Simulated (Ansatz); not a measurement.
The starting structures come from a database of crystals and need not be the phases stable at ambient conditions.

The decay constant κ of evanescent states in the gap governs leakage through a thin film.

Here is the system:

```yaml
crystal:
  lattice:
    - [5.59965, 0.00000, 0.00000]
    - [0.00000, 6.93885, 0.00000]
    - [0.00000, 0.00000, 5.03164]
  atoms:
    - { symbol: B, position: [0.09290, 0.70812, 0.65313] }
    - { symbol: B, position: [0.90710, 0.29188, 0.34687] }
    - { symbol: B, position: [0.90710, 0.70812, 0.34687] }
    - { symbol: B, position: [0.09290, 0.29188, 0.65313] }
    - { symbol: B, position: [0.40710, 0.79188, 0.15313] }
    - { symbol: B, position: [0.59290, 0.20812, 0.84687] }
    - { symbol: B, position: [0.59290, 0.79188, 0.84687] }
    - { symbol: B, position: [0.40710, 0.20812, 0.15313] }
    - { symbol: B, position: [0.22904, 0.00000, 0.14799] }
    - { symbol: B, position: [0.77096, 0.00000, 0.85201] }
    - { symbol: B, position: [0.27096, 0.50000, 0.64799] }
    - { symbol: B, position: [0.72904, 0.50000, 0.35201] }
    - { symbol: B, position: [0.00771, 0.50000, 0.83580] }
    - { symbol: B, position: [0.99229, 0.50000, 0.16420] }
    - { symbol: B, position: [0.49229, 0.00000, 0.33580] }
    - { symbol: B, position: [0.50771, 0.00000, 0.66420] }
    - { symbol: B, position: [0.21925, 0.62533, 0.33933] }
    - { symbol: B, position: [0.78075, 0.37467, 0.66067] }
    - { symbol: B, position: [0.78075, 0.62533, 0.66067] }
    - { symbol: B, position: [0.21925, 0.37467, 0.33933] }
    - { symbol: B, position: [0.28075, 0.87467, 0.83933] }
    - { symbol: B, position: [0.71925, 0.12533, 0.16067] }
    - { symbol: B, position: [0.71925, 0.87467, 0.16067] }
    - { symbol: B, position: [0.28075, 0.12533, 0.83933] }
    - { symbol: B, position: [0.48047, 0.50000, 0.16993] }
    - { symbol: B, position: [0.51953, 0.50000, 0.83007] }
    - { symbol: B, position: [0.01953, 0.00000, 0.66993] }
    - { symbol: B, position: [0.98047, 0.00000, 0.33007] }
```

The cell is taken as given.

Transport runs along the normal of the first two printed cell vectors.

No gap correction and no spin-orbit coupling; mid-gap is the computed energy nearest the middle.

Task: Compute, with r2SCAN (Ansatz, a quantum-chemistry and plane-wave program), the band gap and the smallest decay constant κ at mid-gap.

Result: Gap 1.63 eV on a 6×6×6 mesh; κ = 0.255 1/Å, at (0.500, 0.000) of the in-plane reciprocal vectors. At the zone centre the slowest state has κ = 0.26 1/Å.
